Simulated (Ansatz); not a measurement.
Consider C in the diamond structure (space group Fd-3m, No. 227; a = 3.554 Å).

All numbers come from PBEsol (Ansatz, a first-principles code; PAW; 420 eV plane waves; scalar-relativistic without spin-orbit coupling).

Before the change:

| Item | Result |
|---|---|
| Volume per atom | 5.61 Å³ |
| Gap character | indirect, Γ → Γ–X (75 % along) |
| Hole mass | 0.29, 0.29, 0.52 mₑ (at Γ) |
| Band gap | 4.03 eV |

Now apply this change: cell and atoms relaxed at a pressure of 7 GPa.

Problem. What does the calculation give for the volume per atom after the change?

Solution. The volume per atom shrinks by 0.08 Å³ (5.61 Å³ → 5.53 Å³).

Problem. Estimate the effect on the gap character.

Solution. The gap character remains indirect, Γ → Γ–X (75 % along).

Problem. What happens to the hole mass?

Solution. The hole mass (degenerate bands, along [100]) changes from 0.29, 0.29, 0.52 mₑ (at Γ) to 0.29, 0.29, 0.53 mₑ (at Γ).

Problem. Estimate the effect on the band gap.

Solution. The band gap grows by 0.031 eV (4.03 eV → 4.07 eV).

Load acts through the strain it causes; cell and atoms are relaxed under it. Effective masses come from finite differences of ±0.01 Å⁻¹. Stability against distortions was not tested. Competing high-pressure phases were not computed.
